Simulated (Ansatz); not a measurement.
The reference is Gd in the hcp (Mg type) structure (space group P6_3/mmc, No. 194; a = 3.6392 Å, c = 5.9092 Å; ferromagnetic). Axes: x lies along a and z along c of the hexagonal cell.

The values are results of Kohn–Sham DFT with the r2SCAN functional, run in Ansatz (an electronic-structure program) with PAW and 500 eV plane waves, without spin-orbit coupling, not measurements.

Free-standing slabs (1 atom(s) a layer) normal to the z axis with 15 Å of vacuum; in-plane cell held at bulk.

One change was made to it. Results:

The shortest interatomic distance shrinks by 0.0760 Å (3.626 Å → 3.549 Å); the largest site moment increases by 0.25 μB, from 7.59 μB to 7.84 μB.

### Question
What was done to the base?
(A) 1 layer
(B) 7 layers
(C) 3 layers

### Answer
B, 7 layers. For comparison, the shortest interatomic distance in the other runs: 1 layer gives 3.639 Å; 3 layers gives 3.574 Å.

Other magnetic orders, which the real material may have, were not ruled out. The state of the 4f shell was not checked for lower solutions. Whether these cells are dynamically stable was not tested.
